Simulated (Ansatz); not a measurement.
```
CELL_PARAMETERS angstrom
     13.50000     0.00000     0.00000
      0.00000    11.00000     0.00000
      0.00000     0.00000     2.89963
ATOMIC_POSITIONS crystal
  Hf 0.41481 0.50000 0.00000
  Hf 0.58519 0.50000 0.50000
```

Level of theory: PBE (plane waves to 420 eV, PAW; Ansatz, a program for electronic structure). Mesh 1×1×108. Collinear spin, started with parallel moments, which vanish. One-dimensional cell, images about 11 Å apart. A model structure. It keeps the symmetry and period of its start, so it need not be a minimum against all distortions. Pairing along the axis, which can open a gap, is among the distortions not tried. Values not marked SOC lack spin–orbit coupling.

Task: Say what this body is, and give its properties.

Result: Free triangular strip chain of Hf atoms. A hypothetical model.
| Property | Value |
|---|---|
| PBE gap | none (under 0.01 eV) |
| crossings of the Fermi level between Γ and the zone edge (49 points) | 3, each for both spins (ideal conductance 3 × 2e²/h) |
